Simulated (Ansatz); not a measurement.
Consider this model of amorphous In16Zn8O32.

```
CELL_PARAMETERS angstrom
      9.36749     0.00000     0.00000
      0.00000     9.36749     0.00000
      0.00000     0.00000     9.36749
ATOMIC_POSITIONS crystal
  In 0.98494 0.25394 0.51446
  In 0.44671 0.18220 0.94145
  In 0.23983 0.32387 0.21623
  In 0.89795 0.36173 0.16072
  In 0.67796 0.10370 0.61510
  In 0.38594 0.53534 0.97196
  In 0.59060 0.80954 0.10355
  In 0.62801 0.72882 0.75849
  In 0.45761 0.76656 0.43377
  In 0.13486 0.21534 0.84831
  In 0.85330 0.41091 0.78848
  In 0.58029 0.39121 0.45163
  In 0.26561 0.87123 0.74513
  In 0.32814 0.12483 0.47940
  In 0.94243 0.73111 0.94944
  In 0.15079 0.69585 0.27200
  Zn 0.00750 0.05757 0.20539
  Zn 0.60344 0.16365 0.21714
  Zn 0.78455 0.07857 0.93717
  Zn 0.29271 0.96391 0.12624
  Zn 0.22598 0.48106 0.55124
  Zn 0.99327 0.66215 0.61333
  Zn 0.76299 0.62294 0.36982
  Zn 0.83302 0.89091 0.43385
  O  0.05735 0.84891 0.12623
  O  0.35100 0.35698 0.44660
  O  0.79350 0.16123 0.13035
  O  0.45259 0.31265 0.12827
  O  0.22860 0.09370 0.28166
  O  0.58664 0.60503 0.52928
  O  0.04796 0.38015 0.33551
  O  0.07032 0.77829 0.77005
  O  0.22147 0.53560 0.12574
  O  0.04836 0.44366 0.64976
  O  0.62438 0.16383 0.81988
  O  0.72290 0.44340 0.28563
  O  0.91524 0.19540 0.81024
  O  0.91488 0.50657 0.99162
  O  0.15851 0.14704 0.62568
  O  0.94840 0.71011 0.41447
  O  0.55808 0.15839 0.42650
  O  0.32182 0.35290 0.84788
  O  0.76369 0.31562 0.58586
  O  0.82275 0.62524 0.74400
  O  0.75789 0.86619 0.94733
  O  0.91430 0.07310 0.39862
  O  0.24647 0.67400 0.47813
  O  0.66501 0.80583 0.31477
  O  0.71914 0.89073 0.61620
  O  0.40544 0.70770 0.80201
  O  0.36923 0.78744 0.22202
  O  0.08033 0.22806 0.07348
  O  0.26984 0.03042 0.91044
  O  0.59267 0.61701 0.98880
  O  0.40295 0.93685 0.57859
  O  0.50642 0.01728 0.09428
```

Methods: PBE, scalar-relativistic without spin-orbit coupling (Ansatz, a quantum-chemistry and plane-wave program); r2SCAN, scalar-relativistic without spin-orbit coupling (Ansatz). Neutral PBE cell, which sets geometry, pressure and energy: sampling: a 2×2×2 Γ-centred mesh; Fermi-Dirac width 0.02 eV; no spin polarisation.

It comes from a melt-quench run on a machine-learned potential (CHGNet), relaxed afterwards by DFT. O atoms were pushed apart under 1.9 Å during the dynamics, to hinder bonds among them. The hot cell started wider than the set density and was brought back towards it in steps. It is the lowest in DFT energy of 2 quenches. It is a model cell: composition and starting density were chosen by hand, and all elements were melted together. No dispersion term was used. Its density started from a set value of 5.80 and ended at 5.80 g/cm³. The quench (nominally 170 K/ps over its main leg) was far faster than any real one, so the model tends to hold more defects than a real film. A cell of this size samples the disorder only roughly. The volume was held where the preparation left it.

Task: Give the pressure, the energy against reference phases and the spacing of the highest filled and lowest empty levels.

Result: 
| Quantity | Value |
|---|---|
| Pressure on a 2×2×2 Γ-centred mesh | -1.37 GPa |
| Largest force and stress component on that mesh (the relaxation ran on the zone centre alone) | 0.12 eV/Å and 2.0 GPa |
| Energy relative to bixbyite In2O3 + wurtzite ZnO (lowest mix at this level among the phases computed, not always the ambient ones) | 202 meV/atom |
| Gap on a 2×2×2 Γ-centred mesh (PBE) | 0.44 eV |
| Gap at the zone centre (PBE) | 0.48 eV |
| Gap at the zone centre (r2SCAN) | 0.87 eV |
| Distance between the nearest levels spread over more than a fifth of the atoms or a third of the atoms of their main element (six at least) (PBE, zone centre) | 0.48 eV |

Task: At PBE and the zone centre, how localised are the states just below and above the Fermi level (participation number: the atoms over which a state spreads)?

Result: The highest filled state is spread over 10.9 atoms' worth, largest on O54, with weights by element (charge in smoothed Voronoi cells) O 0.92, Zn 0.05, In 0.04. The lowest empty state is spread over 50.4 atoms' worth, largest on O54, with weights by element (charge in smoothed Voronoi cells) O 0.54, In 0.34, Zn 0.13.

Cut-offs for bonds: In-In 3.12 Å, In-Zn 2.90 Å, In-O 2.70 Å, Zn-Zn 2.68 Å, Zn-O 2.54 Å, O-O 1.58 Å. Two cations that share two anions don't count as bonded, nor two that share one unless they lie closer than In-In 3.04 Å, In-Zn 2.82 Å, Zn-Zn 2.61 Å.
